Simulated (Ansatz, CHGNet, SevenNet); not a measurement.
## Lattice constant a of SnS2 (model structure, started from the fluorite type, Fm-3m, No. 225, 3 atoms in the cell) at several levels of theory

No measured value is used here.

Question: Put these levels in order of the lattice constant a that they give for SnS2 (model structure, started from the fluorite type, Fm-3m, No. 225, 3 atoms in the cell), smallest first: CHGNet 0.3.0, LDA (Ansatz, an electronic-structure program), PBE-D3(BJ) (Ansatz), PBEsol (Ansatz), SevenNet-0.

Answer: LDA (6.345 Å), SevenNet-0 (6.371 Å), PBEsol (6.391 Å), PBE-D3(BJ) (6.411 Å), CHGNet 0.3.0 (6.517 Å)

Ansatz's density-functional and Hartree–Fock values are scalar-relativistic unless marked +SOC, with PAW data made under PBE.

Machine-learned potentials (CHGNet 0.3.0, SevenNet-0) are trained on DFT data: a solid inside that data is no test of them.

A model structure was made by putting elements into a prototype or built by hand; it is no filed structure, need not be a known phase, and can be a saddle point held by its symmetry.
